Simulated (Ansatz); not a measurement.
```
AlV2C
1.0
    2.87823     0.00000     0.00000
   -1.43912     2.49262     0.00000
    0.00000     0.00000    13.02248
Al V C
2 4 2
Cartesian
  0.00000   1.66175   3.25562
  1.43912   0.83087   9.76686
  0.00000   1.66175   7.62116
  1.43912   0.83087   5.40132
  1.43912   0.83087   1.10992
  0.00000   1.66175  11.91256
  0.00000   0.00000   0.00000
  0.00000   0.00000   6.51124
```

Method: PBEsol, DFPT electron-phonon coupling, linearised Boltzmann equation (plane waves, PAW, scalar-relativistic; Ansatz, a quantum-chemistry and plane-wave program). Cell: relaxed with this functional, without spin-orbit coupling.

**Question.** Predict the intrinsic resistivity at 300 K.

**Answer.** 12.3 (x), 12.3 (y), 49 (z) μΩ·cm.

**Question.** How long is the mean free path there?

**Answer.** 8.6 (x), 8.6 (y), 7.0 (z) nm, weighted by the current that each state carries. Wires not much wider than this gain resistivity from their walls.

A metal at this level (no band gap). Only scattering by harmonic phonons is included (no impurities, grain boundaries, electron-electron scattering or thermal expansion). Spin-orbit coupling is left out. Halving the electron mesh (32x32x8) moves the resistivity by up to 7 % at 300 K, the mean free path by up to 8 %. Smearing 0.20 eV; phonons on a 6x6x1 q mesh, which this run doesn't test.

Computed structure, not matched to a measured one here, so possibly hypothetical: V2AlC (P6_3/mmc). Treated as nonmagnetic (a ferromagnetic start lost its moment, other orders weren't tried): V2AlC (P6_3/mmc).
